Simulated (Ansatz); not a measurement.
Formation energy of the bound charge states of V_Si+N_C in metastable 2H silicon carbide (start: the Si site; C 1.91 Å away, along c; 96-site cell, 2×2×2 shifted sampling) against the Fermi level, Si-rich (Δμ(C) = -0.40 eV, Δμ(Si) = 0.00 eV, Δμ(N) = -1.86 eV, bounded by beta Si3N4; only phases computed here count, gases as isolated molecules at 0 K). The numbers are results of PBE, PAW (plane waves to 420 eV; Ansatz, a quantum-chemistry and plane-wave program), not measurements.

Details: 96-site cell; 2×2×2 shifted k-points; host gap 2.31 eV; charged states image-corrected; corrections pass 1 eV, so highly charged states may be off by several tenths; flagged in the runs: a host whose relaxation on this sampling wasn't shown to rest, a strain field that reaches the edge of the cell.

Left out: charge +1 (level within 0.1 eV of a band edge or past it).

```
E_F − E_VBM (eV)  q = 0  q = −1  q = −2
----------------  -----  ------  ------
0.00               6.12    6.89    8.53
0.29               6.12    6.60    7.96
0.58               6.12    6.31    7.38
0.87               6.12    6.02    6.80
1.15               6.12    5.73    6.23
1.44               6.12    5.44    5.65
1.73               6.12    5.16    5.07
2.02               6.12    4.87    4.50
2.31               6.12    4.58    3.92
```

Crossings of the lowest lines: (0/−1) at 0.77 eV; (−1/−2) at 1.65 eV.
